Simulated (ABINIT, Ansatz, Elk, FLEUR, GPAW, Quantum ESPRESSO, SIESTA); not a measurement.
# One structure in several programs: HfB2 (P6/mmm, 3 atoms in the cell)

Self-consistent single point, at a second geometry (lattice scaled by 0.98). First geometry:

```
CELL_PARAMETERS angstrom
      3.13268     0.00000     0.00000
     -1.56634     2.71298     0.00000
      0.00000     0.00000     3.47921
ATOMIC_POSITIONS crystal
  Hf 0.00000 0.00000 0.00000
  B  0.33333 0.66667 0.50000
  B  0.66667 0.33333 0.50000
```

Shared settings, as Ansatz (an electronic-structure program) writes them: kpoints.mp_grid.grid = 8 8 7; scf.occupations.method = fermi_dirac; scf.occupations.width = 0.05 eV. Potentials and cutoffs stand in the table.

| code | model | ΔF from the first geometry (meV/atom) | cutoff |
|---|---|---|---|
| ABINIT | PBE, norm-conserving pseudopotentials (PseudoDojo nc-sr-05 PBE standard) | 41.8 | 38 Ha |
| GPAW | PBE, GPAW PAW datasets PBE (gpaw-data 1.0.1) | 44.4 | 900 eV |
| FLEUR | PBE, all-electron FLAPW (FLEUR), scalar-relativistic valence | 41.6 | Kmax 3.8 1/bohr |
| Quantum ESPRESSO | PBE, PseudoDojo standard norm-conserving (PBE) pseudopotentials | 41.8 | 80 Ry |
| Ansatz | PBE, PAW files | 40.0 | default |
| SIESTA | GGA PBE, numerical atomic orbitals DZP, PseudoDojo PBE standard norm-conserving potentials (rewritten from UPF to PSML) | 37.1 | grid 300 Ry |
| Elk | PBE, all-electron FP-LAPW, Elk's shipped species files, APW+lo basis with extra local orbitals | 45.2 | rgkmax 8 |

On Ansatz's run: spin-orbit coupling is off.

The spread over the programs that give each value: ΔF from the first geometry within 8.1 meV/atom.

SIESTA uses small atom-centred bases, whose incompleteness enters pressures, forces and empty levels differently from a plane-wave cutoff. FLEUR and Elk treat all electrons, but the usual bases taken here (sphere radii, linearisation, local orbitals, empty states) were not tested for convergence, so the values are no reference for the others. In the pressure, SIESTA (by 1.35) lies more than 1 GPa from the median of the plane-wave programs.

The starting cell comes from a database of computed structures (which also holds hypothetical and non-ambient phases and stackings), without a prior relaxation at this level. For this run, on top of that: lattice scaled by 0.98.

Keys are those of Ansatz 0.2.
